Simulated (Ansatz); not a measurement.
For LaSi (Cmcm, No. 63; start mp-7083; another space group than a measured phase of this formula), LDA (PAW; Ansatz, a first-principles code) gives:

| Property | Result |
|---|---|
| volume per atom | 24.09 Å³/atom |
| formation enthalpy | -0.772 eV/atom |

### Question
What does PBEsol in Ansatz (PAW) give for the same quantities?

### Answer

- equilibrium volume per atom: 24.65 Å³/atom (goes up by 2.3 %)
- formation enthalpy: -0.788 eV/atom (moves by -0.016 eV/atom)

Changes are worked out from the printed values.

Unless a cell is named, each level is at its own relaxed cell (LDA 24.09, PBEsol 24.65 Å³/atom).

Caveats: the relaxation could not lower the start's symmetry, so the cell can be a saddle point above a distorted one (LDA, PBEsol). Ansatz's density-functional and Hartree–Fock values are scalar-relativistic unless marked +SOC, with PAW data made under PBE.

A start named mp-… is a Materials Project structure, which can be a computed phase never made.
